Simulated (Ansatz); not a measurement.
Effect of B → Be on BN

Base system: BN in the zinc blende structure (space group F-43m, No. 216; a = 3.6089 Å).

Modification: every B is replaced by Be, then cell and atoms are relaxed.

Level of theory: Kohn–Sham DFT with the r2SCAN functional, run in Ansatz (a quantum-chemistry and plane-wave program) with PAW and 500 eV plane waves, scalar-relativistic without spin-orbit coupling, earlier PAW set. k-mesh 20×20×20 (Γ-centred); smearing 0.05 eV (Fermi–Dirac), for the changed cell.

- Volume per atom = 7.73 Å³ (base 5.88 Å³)
- Density = 2.47 g/cm³ (base 3.51 g/cm³)
- Lattice parameter a = 3.955 Å (base 3.609 Å)
- Space group = F-43m (No. 216) (base F-43m (No. 216))
- Shortest interatomic distance = 1.713 Å (base 1.563 Å)
- Band gap = zero (base 4.99 eV)
- Magnetic state = ferromagnetic (base not spin-polarised)
- Largest site moment = 0.55 μB (base 0.00 μB)

Final structure:

```
BeN
1.0
    0.00000     1.97748     1.97748
    1.97748     0.00000     1.97748
    1.97748     1.97748     0.00000
N Be
1 1
Cartesian
  2.96621   2.96621   2.96621
  0.00000   0.00000   0.00000
```

Other magnetic orders, which the real material may have, were not ruled out. Stability against distortions was not tested. As relaxed here, BeN is a hypothetical phase, not in the database extracts checked.
